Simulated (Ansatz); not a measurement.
**Variants of one calculation on LiMo3P3O16 (P1, 46 atoms in the cell)**

```xyz
46
Lattice="6.3740 0.0000 0.0000 1.0995 7.6302 0.0000 2.6861 1.8045 12.1039" Properties=species:S:1:pos:R:3 pbc="T T T"
Mo     2.9260     2.5854     6.3586
Mo     7.1865     6.8412     5.6915
Mo     3.8457     5.9313     1.9068
Mo     6.2961     3.5698    10.1143
Mo     0.8941     1.8099     1.7514
Mo     9.2554     7.6956    10.2932
Li     5.0665     3.1045     3.9671
Li     5.1955     6.3305     8.0990
P      4.0347     1.4373     1.3033
P      6.2527     8.0299    10.7827
P      3.9783     7.1713     5.2071
P      6.1317     2.2509     6.9388
P      1.7376     4.2194     3.7675
P      8.5196     5.1646     8.3028
O      2.9967     1.5053     7.6847
O      7.1044     8.0105     4.4652
O      7.4044     2.7028     6.2028
O      2.7968     6.7502     5.8698
O      4.9360     2.8233     6.0914
O      5.1599     6.6840     6.0809
O      3.0718     0.9830     5.0654
O      7.1285     8.3556     7.0697
O      2.8888     4.2866     7.5099
O      7.1937     5.1832     4.6429
O      2.8938     3.7430     4.5748
O      7.2337     5.6958     7.5838
O      0.7646     2.2191     0.2713
O      9.4334     7.2021    11.8774
O      7.1621     3.0329     3.2743
O      2.9356     6.3763     8.7750
O      5.3496     1.7501     2.1351
O      4.8787     7.5445     9.9078
O      2.1341     7.6785     1.7864
O      7.9221     1.7396    10.3192
O      2.8135     2.0471     2.0007
O      7.3263     7.3753    10.0838
O      5.0604     4.6453     1.9816
O      5.2295     4.8357    10.0913
O      3.2495     5.7391     0.0575
O      6.9475     3.6968    12.0610
O      2.2127     4.9939     2.5860
O      7.8829     4.4727     9.6007
O      4.1205     6.6057     3.7365
O      6.0091     2.8398     8.3943
O      4.9376     7.4531     1.3782
O      5.1742     1.8857    10.7457
```

Base run A: LDA (PW92), default PAW files made with PBE (Ansatz, a quantum-chemistry and plane-wave program), self-consistent single point.

Its settings: kpoints.mp_grid.grid = 2 2 1; hamiltonian.xc = lda; hamiltonian.pseudopotentials = {kind: paw} (the program's default PAW files); scf.occupations.method = methfessel_paxton; scf.occupations.width = 0.05 eV.

The starting cell comes from a database of published, mostly measured structures (it also holds non-ambient and calculated ones), without a prior relaxation at this level. Its atoms were displaced at random from the sites of space group no. 2. Spin polarisation is off. In the base run, forces exceed 1 eV/Å. Ansatz's pressure includes its estimate of the finite-basis (Pulay) stress. Without a gap this mesh is coarse (it stands for a supercell whose shortest vector is 13 Å).

ΔF is the free energy per atom less that of run A. A dash stands where there is no value to compare (another energy zero or no entropy term, no result, no spin, no clean gap, or a mesh too coarse for one). Absolute energies have different zeros for different potentials, functionals, Hubbard and dispersion terms and are not compared across them.

| run | change | ΔF (meV/atom) | pressure (GPa) | largest force (eV/Å) | k-points |
|---|---|---|---|---|---|
| A | base | 0.00 | -0.18 | 9.585 | 4 |
| B | kpoints.mp_grid.grid: 2 2 1 → 3 3 2 | -1.43 | -0.19 | 9.622 | 10 |
| C | kpoints.mp_grid.grid: 2 2 1 → 3 2 2; scf.occupations.width: 0.05 eV → 0.3 eV | -1.39 | -0.17 | 9.561 | 8 |
| D | scf.occupations.width: 0.05 eV → 0.3 eV | -0.56 | -0.18 | 9.531 | 4 |
| E | hamiltonian.xc: lda → pbesol [PBEsol] | – | 4.47 | 9.751 | 4 |
| F | scf.convergence.dr2_threshold: default (1e-07 eV) → 0.0001 eV | 0.00 | -0.18 | 9.579 | 4 |
| G | scf.occupations.method: methfessel_paxton → cold; scf.occupations.width: 0.05 eV → 0.1 eV | -0.22 | -0.18 | 9.554 | 4 |
| H | scf.mixing.preconditioner: default (the program chose LDOS) → kerker; scf.mixing.q_tf: default → 3 | 0.00 | -0.18 | 9.585 | 4 |
| I | scf.self_checks: default → high | 0.00 | -0.18 | 9.585 | 4 |

Run H against A: The free energy hardly moves (within 1 meV/atom), the pressure stays at -0.18 GPa and the largest force stays at 9.585 eV/Å.

Run B against A: The free energy drops by 1.4 meV/atom, the pressure hardly changes (-0.18 to -0.19 GPa) and the largest force goes from 9.585 to 9.622 eV/Å.

Run C against A: The free energy goes down by 1.4 meV/atom, the pressure moves little (-0.18 to -0.17 GPa) and the largest force goes from 9.585 to 9.561 eV/Å.

Keys are those of Ansatz 0.2.
